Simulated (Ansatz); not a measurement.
Ansatz (a program for electronic structure) run on PbO (P1, 8 atoms in the cell): self-consistent single point.

Level of theory: LDA (PW92), PAW files made with PBE (plane waves; Ansatz).

```yaml
crystal:
  lattice:
    - [5.79079, 0.00000, 0.00000]
    - [0.00000, 5.95512, 0.00000]
    - [0.00000, 0.00000, 5.45170]
  atoms:
    - { symbol: Pb, position: [0.48740, 0.26743, 0.75707] }
    - { symbol: Pb, position: [0.51923, 0.71735, 0.25782] }
    - { symbol: Pb, position: [0.01842, 0.27367, 0.24349] }
    - { symbol: Pb, position: [0.96935, 0.72986, 0.74024] }
    - { symbol: O, position: [0.11507, 0.37564, 0.87730] }
    - { symbol: O, position: [0.88907, 0.61646, 0.35699] }
    - { symbol: O, position: [0.38629, 0.39548, 0.37111] }
    - { symbol: O, position: [0.61516, 0.62411, 0.87410] }
```

Reference input (self-consistent single point, DFT, PBEsol, plane waves, PAW files made with PBE): kpoints.mp_grid.grid = 3 3 3; hamiltonian.xc = pbesol; hamiltonian.pseudopotentials = {kind: paw} (the program's default PAW files); scf.occupations.method = fermi_dirac; scf.occupations.width = 0.01 eV. This run's input differs from it in these lines:

Ansatz 0.2 input:
```diff
@@ -19,3 +19,3 @@
 hamiltonian:
-  xc: pbesol
+  xc: lda
   pseudopotentials:
```

The program printed (abridged):

```
SCF iter   1: F=—  HF=-48635.925534 eV  |F-HF|=—  |Δ(HF+E_count)|=         —  Δρ=3.57e-2  dr2=2.76e0  ethr=3.10e-3  ⟨swp⟩=6.4  Hψ=2662  notcnv=0
all-band conjugate gradients solve this SCF's bands
preconditioner: auto → Resta (q_TF=auto, 2.366 Å⁻¹)
SCF iter   2: F=—  HF=-48635.347210 eV  |F-HF|=—  |Δ(HF+E_count)|=   5.78e-1  Δρ=1.80e-2  dr2=6.80e-1  ethr=3.10e-3  ⟨swp⟩=3.0  Hψ=1393  notcnv=0  defer=49
   [... lines left out ...]
SCF iter   5: F=—  HF=-48635.194245 eV  |F-HF|=—  |Δ(HF+E_count)|=   2.21e-4  Δρ=2.88e-4  dr2=1.63e-4  ethr=1.61e-6  ⟨swp⟩=2.0  Hψ=1054  notcnv=0  defer=49
SCF iter   6: F=—  HF=-48635.194264 eV  |F-HF|=—  |Δ(HF+E_count)|=   1.94e-5  Δρ=3.92e-5  dr2=3.11e-6  ethr=2.03e-7  ⟨swp⟩=2.0  Hψ=794  notcnv=0  defer=49
SCF iter   7: F=—  HF=-48635.194272 eV  |F-HF|=—  |Δ(HF+E_count)|=   7.71e-6  Δρ=1.27e-5  dr2=3.17e-7  ethr=3.89e-9  ⟨swp⟩=2.0  Hψ=1197  notcnv=0  defer=49
SCF iter   8: F=-48635.194272 eV  HF=-48635.194272 eV  |F-HF|=5.61e-9  |Δ(HF+E_count)|=   6.08e-8  Δρ=3.23e-6  dr2=1.82e-8  ethr=1.25e-10  ⟨swp⟩=12.7  Hψ=3563  notcnv=0
SCF 1 converged in 8 iterations: F = -48635.194272 eV  dr2 = 1.82e-8
Free energy (F): -48635.194272 eV
Internal energy: -48635.194272 eV  (E = F + TS)
E sigma→0 (E₀):  -48635.194272 eV
Fermi energy:    6.793295 eV
--- Forces (eV/Å), atoms counted from 1 ---
  atom   1  Pb    -0.90795027     1.61066519    -0.29377904
  atom   2  Pb     0.57016355    -0.07511490    -0.17655513
  atom   3  Pb     0.61080815     0.86288650     0.43369454
  atom   4  Pb    -0.16161168    -1.23078268     0.17068171
  atom   5  O      0.41143095     0.38979956    -0.58375391
  atom   6  O     -0.27960153    -0.11351121     0.30607020
  atom   7  O     -0.33976430    -0.84582253     0.46760743
  atom   8  O      0.09653179    -0.59814699    -0.32396289
--- Stress (GPa, compression-positive) ---
       -7.066216       0.615808      -0.051465
        0.615808      -6.105543      -0.042620
       -0.051465      -0.042620      -5.761242
  P = ⅓ Tr σ = -6.3110 GPa (-63.110 kbar)
  The stress holds the Pulay correction. Without it, at fixed plane waves, as pw.x and ABINIT print it: P = -6.5528 GPa
```

The run converged in 8 iterations. Against the reference run the pressure goes from -4.16 to -6.31 GPa, the largest force goes from 1.597 to 1.872 eV/Å and the gap on the mesh goes from 2.214 to 2.198 eV.

The starting cell comes from a database of computed structures (which also holds hypothetical and non-ambient phases and stackings), without a prior relaxation at this level. Its atoms were displaced at random from the sites of space group no. 29. Spin-orbit coupling is off. With a pressure of about -6 GPa the cell is away from its equilibrium volume at this level. Forces in this geometry exceed 1 eV/Å. Ansatz's pressure includes its estimate of the finite-basis (Pulay) stress.
